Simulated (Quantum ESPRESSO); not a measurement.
Quantum ESPRESSO run on AlCd3 (I4/mmm, 4 atoms in the cell): self-consistent single point.

Method of the run: PBEsol, GBRV 1.5 ultrasoft (PBESOL) pseudopotentials (plane waves; Quantum ESPRESSO 7.5).

```
CELL_PARAMETERS angstrom
      2.20212    -2.20212     4.48219
      2.20212     2.20212     4.48219
     -2.20212    -2.20212     4.48219
ATOMIC_POSITIONS crystal
  Al 0.00000 0.00000 0.00000
  Cd 0.50000 0.25000 0.75000
  Cd 0.50000 0.75000 0.25000
  Cd 0.00000 0.50000 0.50000
```

Reference input (self-consistent single point, DFT, PBEsol, plane waves, GBRV 1.5 ultrasoft (PBESOL) pseudopotentials): ecutwfc = 40 Ry; ecutrho = 200 Ry; occupations = smearing; smearing = cold; degauss = 0.0147 Ry; potentials = {Al: al_pbesol_v1.uspp.F.UPF, Cd: cd_pbesol_v1.uspp.F.UPF}; K_POINTS = automatic 7 7 7 0 0 0; conv_thr = 1e-11 Ry. This run's input differs from it in these lines:

```diff
@@ -14,4 +14,4 @@
  ntyp = 2
- ecutwfc = 40
- ecutrho = 200
+ ecutwfc = 52
+ ecutrho = 260
  occupations = 'smearing'
```

Output, abridged:

```
     Self-consistent Calculation

     iteration #  1     ecut=    52.00 Ry     beta= 0.70

     negative rho (up, down):  6.143E-02 0.000E+00

     total energy              =    -349.82205999 Ry
     estimated scf accuracy    <       0.55591415 Ry

     iteration #  2     ecut=    52.00 Ry     beta= 0.70

     negative rho (up, down):  6.427E-02 0.000E+00

     total energy              =    -350.03471969 Ry
     estimated scf accuracy    <       0.30821496 Ry

     iteration #  3     ecut=    52.00 Ry     beta= 0.70

     negative rho (up, down):  6.481E-02 0.000E+00

     total energy              =    -350.08825128 Ry
     estimated scf accuracy    <       0.00343830 Ry

   [... 6 blocks of this kind left out ...]

     iteration # 10     ecut=    52.00 Ry     beta= 0.70

     negative rho (up, down):  6.537E-02 0.000E+00

     total energy              =    -350.09054488 Ry
     estimated scf accuracy    <          1.1E-09 Ry

     iteration # 11     ecut=    52.00 Ry     beta= 0.70

     negative rho (up, down):  6.537E-02 0.000E+00
     End of self-consistent calculation

     the Fermi energy is     9.8323 ev

!    total energy              =    -350.09054488 Ry
     estimated scf accuracy    <          3.5E-12 Ry
     smearing contrib. (-TS)   =      -0.00038600 Ry
     internal energy E=F+TS    =    -350.09015888 Ry

     convergence has been achieved in  11 iterations

     negative rho (up, down):  6.537E-02 0.000E+00

     Forces acting on atoms (cartesian axes, Ry/au):

     atom    1 type  1   force =     0.00000000    0.00000000    0.00000000
   [... zero for the other atoms too ...]

     Total force =     0.000000     Total SCF correction =     0.000000

     negative rho (up, down):  6.537E-02 0.000E+00
          total   stress  (Ry/bohr**3)                   (kbar)     P=      -48.69
  -0.00032095   0.00000000   0.00000000          -47.21        0.00        0.00
   0.00000000  -0.00032095  -0.00000000            0.00      -47.21       -0.00
   0.00000000  -0.00000000  -0.00035096            0.00       -0.00      -51.63

   JOB DONE.
```

The run converged in 11 iterations. Against the reference run the free energy goes down by 15.4 meV/atom and the pressure goes from -4.28 to -4.87 GPa.

The starting cell comes from a database of computed structures (which also holds hypothetical and non-ambient phases and stackings), without a prior relaxation at this level. Its lattice was rescaled by a random factor within 2.5 % of one.

Cost on one core of a shared machine: roughly 3 min.
